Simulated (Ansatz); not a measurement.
Base system: Pd in the simple cubic structure (space group Pm-3m, No. 221; a = 2.614 Å; a hypothetical phase, not in the database extracts checked).

All numbers come from DFT with PBE, PAW potentials and a 420 eV plane-wave cutoff in Ansatz (a quantum-chemistry and plane-wave program), without spin-orbit coupling.

Before the change:

```
Quantity              Result
-------------------  -------
Lattice parameter a  2.614 Å
Band gap                zero
```

One thing is altered: a hydrostatic pressure of 7.5 GPa.

**Question.** What does the calculation give for the lattice parameter a and band gap after the change?

**Answer.** The lattice parameter a falls by 0.046 Å to 2.568 Å; the band gap remains zero.

Load acts through the strain it causes; cell and atoms are relaxed under it. No phonon test of stability was made. Competing high-pressure phases were not computed. The final runs are not spin-polarised. Pd has a high density of states at the Fermi level and may be magnetic at this level.
